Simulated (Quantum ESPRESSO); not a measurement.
A self-consistent single point of Fe (Im-3m, 1 atom in the cell) with Quantum ESPRESSO.

Computed with PBE, PSlibrary PAW (PBE) pseudopotentials (plane waves; Quantum ESPRESSO 7.5).

```xyz
1
Lattice="1.4530 1.4530 1.4530 -1.4530 1.4530 1.4530 -1.4530 -1.4530 1.4530" Properties=species:S:1:pos:R:3 pbc="T T T"
Fe     0.0000     0.0000     0.0000
```
Moments meant for the start (each program seeds them in its own way; μB, in the order of the atoms Fe): 4.0.

Reference input (self-consistent single point, DFT, PBE, plane waves, PSlibrary PAW (PBE) pseudopotentials): ecutwfc = 55 Ry; ecutrho = 330 Ry; occupations = smearing; smearing = fd; degauss = 0.0073499 Ry; nspin = 2; potentials = {Fe: Fe.pbe-n-kjpaw_psl.1.0.0.UPF}; K_POINTS = automatic 13 13 13 0 0 0; conv_thr = 1e-09 Ry; mixing_beta = 0.3. This run's input differs from it in these lines:

```diff
@@ -17,3 +17,3 @@
  smearing = 'fd'
- degauss = 0.0073499
+ degauss = 0.02205
  nspin = 2
@@ -30,3 +30,3 @@
 K_POINTS automatic
-13 13 13  0 0 0
+9 9 9  0 0 0
```

Log, with long lists cut:

```
     Self-consistent Calculation

     iteration #  1     ecut=    55.00 Ry     beta= 0.30

     Threshold (ethr) on eigenvalues was too large:
     Diagonalizing with lowered threshold

     total energy              =    -141.73227026 Ry
     estimated scf accuracy    <       0.07139794 Ry

     total magnetization       =     2.69 Bohr mag/cell
     absolute magnetization    =     2.69 Bohr mag/cell

     iteration #  2     ecut=    55.00 Ry     beta= 0.30

     total energy              =    -141.75470078 Ry
     estimated scf accuracy    <       0.00490702 Ry

     total magnetization       =     2.65 Bohr mag/cell
   [... lines left out ...]

     total magnetization       =     2.56 Bohr mag/cell
     absolute magnetization    =     2.57 Bohr mag/cell

   [... 7 blocks of this kind left out ...]

     iteration # 11     ecut=    55.00 Ry     beta= 0.30

     total energy              =    -141.77238051 Ry
     estimated scf accuracy    <          4.9E-09 Ry

     total magnetization       =     2.25 Bohr mag/cell
     absolute magnetization    =     2.36 Bohr mag/cell

     iteration # 12     ecut=    55.00 Ry     beta= 0.30

     Magnetic moment per site  (integrated on atomic sphere of radius R)
     atom   1 (R=0.357)  charge=  6.4853  magn=  2.2937
     End of self-consistent calculation

     the Fermi energy is    12.0578 ev

!    total energy              =    -141.77238051 Ry
     estimated scf accuracy    <          4.4E-10 Ry
     smearing contrib. (-TS)   =      -0.02592458 Ry
     internal energy E=F+TS    =    -141.74645593 Ry

     total magnetization       =     2.25 Bohr mag/cell
     absolute magnetization    =     2.36 Bohr mag/cell

     convergence has been achieved in  12 iterations

     Forces acting on atoms (cartesian axes, Ry/au):

     atom    1 type  1   force =     0.00000000    0.00000000    0.00000000

     Total force =     0.000000     Total SCF correction =     0.000000

          total   stress  (Ry/bohr**3)                   (kbar)     P=     -105.63
  -0.00071805   0.00000000  -0.00000000         -105.63        0.00       -0.00
   0.00000000  -0.00071805   0.00000000            0.00     -105.63        0.00
  -0.00000000   0.00000000  -0.00071805           -0.00        0.00     -105.63

   JOB DONE.
```

The run converged in 12 iterations. Against the reference run the free energy goes down by 149 meV/atom, the pressure goes from -11.36 to -10.56 GPa and the size of the net moment goes from 2.33 to 2.25 μB/atom.

The starting cell comes from a database of computed structures (which also holds hypothetical and non-ambient phases and stackings), without a prior relaxation at this level. Its lattice was rescaled by a random factor within 2.5 % of one. With one magnetic atom in the cell only a parallel order is possible. With a pressure of about -11 GPa the cell is away from its equilibrium volume at this level.
